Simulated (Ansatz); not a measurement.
We consider CsCl-type TiCo, described by r²SCAN (Ansatz, a program for electronic structure, plane waves, PAW).

Numerical settings: plane-wave cutoff 600 eV, 16×16×16 k mesh, Fermi–Dirac smearing 0.1 eV, finite displacements, force constants from a 4×4×4 q mesh, no spin polarisation, scalar-relativistic PAW data made under PBE.

Computed at the level's own relaxed cell. Harmonic vibrational thermodynamics at fixed volume:

```tsv
T (K)	S_vib (J/K per mol of atoms)	C_V (J/K per mol of atoms)	F_vib (eV/atom)
0	0.00	0.00	0.0323
200	(withheld)	(withheld)	(withheld)
500	(withheld)	(withheld)	(withheld)
600	(withheld)	(withheld)	(withheld)
700	(withheld)	(withheld)	(withheld)
900	(withheld)	(withheld)	(withheld)
1000	(withheld)	(withheld)	(withheld)
```

Problem. Complete the blanks.

Solution. 
- 200, S_vib (J/K per mol of atoms): 23.55
- 200, C_V (J/K per mol of atoms): 21.62
- 200, F_vib (eV/atom): 0.0104
- 500, S_vib (J/K per mol of atoms): 44.92
- 500, C_V (J/K per mol of atoms): 24.35
- 500, F_vib (eV/atom): -0.1004
- 600, S_vib (J/K per mol of atoms): 49.38
- 600, C_V (J/K per mol of atoms): 24.53
- 600, F_vib (eV/atom): -0.1493
- 700, S_vib (J/K per mol of atoms): 53.17
- 700, C_V (J/K per mol of atoms): 24.64
- 700, F_vib (eV/atom): -0.2025
- 900, S_vib (J/K per mol of atoms): 59.38
- 900, C_V (J/K per mol of atoms): 24.76
- 900, F_vib (eV/atom): -0.3194
- 1000, S_vib (J/K per mol of atoms): 61.99
- 1000, C_V (J/K per mol of atoms): 24.79
- 1000, F_vib (eV/atom): -0.3824

The crystal is taken as a harmonic solid at every temperature: melting, phase changes and thermal expansion are not seen, nor the electrons' share in a metal.
